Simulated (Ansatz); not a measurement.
Base system: MoS2 in the 2H-MoS2 type structure (space group P6_3/mmc, No. 194; a = 3.173 Å, c = 12.437 Å; layered, stacked along the Cartesian z axis).

Method: r2SCAN+rVV10 (Ansatz, a program for electronic structure, PAW, spin-orbit coupling left out), earlier PAW set.

One change was made to it. Results:

| quantity | base | after |
|---|---|---|
| band gap | 1.01 eV | 0.74 eV |
| lattice parameter a | 317.3 pm | 314.0 pm |

Q: Name the change that was made.
(A) pressure 4.2 GPa
(B) pressure 45 GPa
(C) pressure 30 GPa

A: A, pressure 4.2 GPa. For comparison, the band gap in the other runs: pressure 30 GPa gives zero; pressure 45 GPa gives zero.

The mesh was chosen for an insulator and is coarse for the gapless case. Load acts through the strain it causes; cell and atoms are relaxed under it. No phonon test of stability was made. Competing high-pressure phases were not computed. All final runs are without spin polarisation. A zero or small gap of MoS2 under pressure 30 GPa and MoS2 under pressure 45 GPa can be the functional's error rather than a property of the material.
